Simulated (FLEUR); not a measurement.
Worked example: self-consistent single point of LaZnSbO (P4/nmm, 8 atoms in the cell) in FLEUR.

Level of theory: PBEsol, all-electron FLAPW (FLEUR), scalar-relativistic valence.

The change in words: lattice scaled by 0.98. Reference geometry:
```xyz
8
Lattice="4.2684 0.0000 0.0000 0.0000 4.2684 0.0000 0.0000 0.0000 9.7164" Properties=species:S:1:pos:R:3 pbc="T T T"
La     0.0000     2.1342     8.5571
La     2.1342     0.0000     1.1593
Zn     0.0000     0.0000     4.8582
Zn     2.1342     2.1342     4.8582
Sb     2.1342     0.0000     6.6086
Sb     0.0000     2.1342     3.1078
O      2.1342     2.1342     0.0000
O      0.0000     0.0000     0.0000
```

Reference input (self-consistent single point, DFT, PBEsol, all-electron FLAPW (FLEUR), scalar-relativistic valence): Kmax = 4.1 1/bohr; GmaxXC = 16.4 1/bohr; xcFunctional = PBEs; jspins = 1; l_soc = F; mode = gauss; fermiSmearingEnergy = 0.00734986 Htr; mesh (inpgen div1-3) = 5 5 3; inpgen gamma flag = false; Gmax = 16.4 1/bohr; numbands = 0; maxIterBroyd = 99. This run's input differs from it in these lines:

```diff
@@ -5,4 +5,4 @@
 0.0000000000 1.0000000000 0.0000000000
-0.0000000000 0.0000000000 2.2763635120
-8.0660521883
+0.0000000000 0.0000000000 2.2763633504
+7.9047319382
 1.0 1.0 1.0
@@ -50,5 +50,5 @@
          <bravaisMatrix>
-            <row-1>    8.0660521883000005     0.0000000000000000     0.0000000000000000</row-1>
-            <row-2>    0.0000000000000000     8.0660521883000005     0.0000000000000000</row-2>
-            <row-3>    0.0000000000000000     0.0000000000000000    18.3612668873338762</row-3>
+            <row-1>    7.9047319382000003     0.0000000000000000     0.0000000000000000</row-1>
+            <row-2>    0.0000000000000000     7.9047319382000003     0.0000000000000000</row-2>
+            <row-3>    0.0000000000000000     0.0000000000000000    17.9940420788548394</row-3>
          </bravaisMatrix>
```

Output, abridged:

```
 Iteration:     1   Distance:      14.60392679 me/bohr^3
 Iteration:     2   Distance:      11.77222437 me/bohr^3
 Iteration:     3   Distance:       5.20006572 me/bohr^3
 Iteration:     4   Distance:       4.60392416 me/bohr^3
 Iteration:     5   Distance:       2.93064442 me/bohr^3
   [... 12 lines left out ...]
 Iteration:    18   Distance:       0.00009292 me/bohr^3
 Iteration:    19   Distance:       0.00005782 me/bohr^3
 Iteration:    20   Distance:       0.00001199 me/bohr^3
 Iteration:    21   Distance:       0.00000311 me/bohr^3
 Reset of history
 Run finished successfully
 Stop message:
   Structural relaxation: new displacements generated

[file out, last iteration]
             iter=     22
[...]
          total density-effective poten   -5.6094252367E+04
          total charge density-energy d   -8.9478511529E+02
 Updated energy parameters for spin:           1
[...]
 fermi energy and band-weighting factors:
    0.493108    0.505910    0.535387

[...]
FERMIE:
          first approx. to ef    (T=0)  :   0.351326 htr   (energy of the highest occ. eigenvalue)
          number of occ. states  (T=0)  :        528
          first approx. to seigv (T=0)  : -15.036945 htr
          sum of weights of occ. states :  44.000000
          sum of semicore charge        :   0.000000 e
          fermi energy=   0.35408 har   work function=  -9.63512 ev
   [... lines left out ...]
          total moment                 =     0.00000
 Direct bandgap for spin            1 :    3.1237827095484894E-002  Htr
 ---->    free energy=                    -33690.2869375656 htr
   [... lines left out ...]
 TOTAL FORCE FOR ATOM TYPE=  2  X= -1.976   Y= -1.976   Z=  8.997
                       FX_TOT= 0.000000 FY_TOT= 0.000000 FZ_TOT= 0.000000
 TOTAL FORCE FOR ATOM TYPE=  3  X=  1.976   Y= -1.976   Z= -5.755
                       FX_TOT= 0.000000 FY_TOT= 0.000000 FZ_TOT= 0.000786
 TOTAL FORCE FOR ATOM TYPE=  4  X=  1.976   Y=  1.976   Z=  0.000
                       FX_TOT= 0.000000 FY_TOT= 0.000000 FZ_TOT= 0.000000
```

The run converged in 21 iterations. FLEUR gives forces in its relaxation mode, with a further iteration, so its stop message speaks of a relaxation. Against the reference run the total energy goes down by 17.4 meV/atom and the largest force goes from 0.323 to 0.401 eV/Å.

The starting cell comes from a database of computed structures (which also holds hypothetical and non-ambient phases and stackings), without a prior relaxation at this level. Its lattice was rescaled by a random factor within 2.5 % of one. For this run, on top of that: lattice scaled by 0.98. Spin-orbit coupling is off. Values depend on the basis (sphere radii, cutoffs, local orbitals), which need not be converged. The log's line on a gap gives a spacing of levels on this mesh, which the program prints for metals too.

Cost on one core of a shared machine: roughly 4 min.
